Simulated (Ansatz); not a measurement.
# Si, pressure series

Start from Si in the diamond structure (space group Fd-3m, No. 227; a = 5.470 Å).

Cell and atoms are relaxed at each pressure.

Levels (all Ansatz, a quantum-chemistry and plane-wave program, PAW, earlier PAW set): PBE (420 eV, no spin-orbit coupling); r2SCAN (500 eV, spin-orbit coupling left out).

The base cell above is that of PBE; each level relaxes its own structures.

```json
[
 {"case": "pressure −2 GPa", "shift of the gap caused by the change, PBE": "+0.04 eV", "shift of the gap caused by the change, r2SCAN": "+0.04 eV"},
 {"case": "pressure −1 GPa", "shift of the gap caused by the change, PBE": "+0.02 eV", "shift of the gap caused by the change, r2SCAN": "+0.02 eV"},
 {"case": "pressure 0.3 GPa", "shift of the gap caused by the change, PBE": "-0.01 eV", "shift of the gap caused by the change, r2SCAN": "-0.01 eV"},
 {"case": "pressure 0.7 GPa", "shift of the gap caused by the change, PBE": "-0.01 eV", "shift of the gap caused by the change, r2SCAN": "-0.01 eV"},
 {"case": "pressure 1.5 GPa", "shift of the gap caused by the change, PBE": "-0.03 eV", "shift of the gap caused by the change, r2SCAN": "-0.03 eV"},
 {"case": "pressure 3 GPa", "shift of the gap caused by the change, PBE": "-0.06 eV", "shift of the gap caused by the change, r2SCAN": "-0.05 eV"},
 {"case": "pressure 5 GPa", "shift of the gap caused by the change, PBE": "-0.09 eV", "shift of the gap caused by the change, r2SCAN": "-0.09 eV"},
 {"case": "pressure 7.5 GPa", "shift of the gap caused by the change, PBE": "-0.14 eV", "shift of the gap caused by the change, r2SCAN": "-0.13 eV"},
 {"case": "pressure 10 GPa", "shift of the gap caused by the change, PBE": "-0.18 eV", "shift of the gap caused by the change, r2SCAN": "-0.17 eV"}
]
```

The two levels differ by at most about 0.02 eV. They put the cases in the same order.

Load acts through the strain it causes; cell and atoms are relaxed under it. Whether these cells are dynamically stable was not tested. Tetrahedral semiconductors of this kind turn to denser phases somewhere between about 1 and 50 GPa; those were not computed, so compressed cells here can lie past the real transition.
